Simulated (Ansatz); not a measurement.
# ZnO: point defects

The reference is a 24-atom supercell of ZnO in the wurtzite structure (space group P6_3mc, No. 186; a = 3.2308 Å, c = 5.2158 Å) at its relaxed geometry.

One neutral defect a cell, atoms relaxed at fixed cell.

Calculations: Kohn–Sham DFT with the PBEsol functional, run in Ansatz (a first-principles code) with PAW and 420 eV plane waves, no spin-orbit coupling, earlier PAW set.

Candidates:
(a) Zn interstitial (started 1.78 Å from the nearest host atom)
(b) Sn on a Zn site
(c) O on a Zn site (antisite)

Before the change:

| Property | Result |
|---|---|
| Gap of the supercell | 0.70 eV |

Order them by gap of the supercell, lowest first.

(a) Zn interstitial (started 1.78 Å from the nearest host atom) (zero), (c) O on a Zn site (antisite) (0.48 eV), (b) Sn on a Zn site (0.73 eV)

Other magnetic orders, which the real material may have, were not ruled out. In so small a cell the defect repeats every few ångströms: this is an ordered compound, not a dilute defect. The mesh was chosen for an insulator and is coarse for the gapless case. Starting moments died away, wholly or in part, for Zn interstitial (started 1.78 Å from the nearest host atom) and Sn on a Zn site; another magnetic solution may exist.
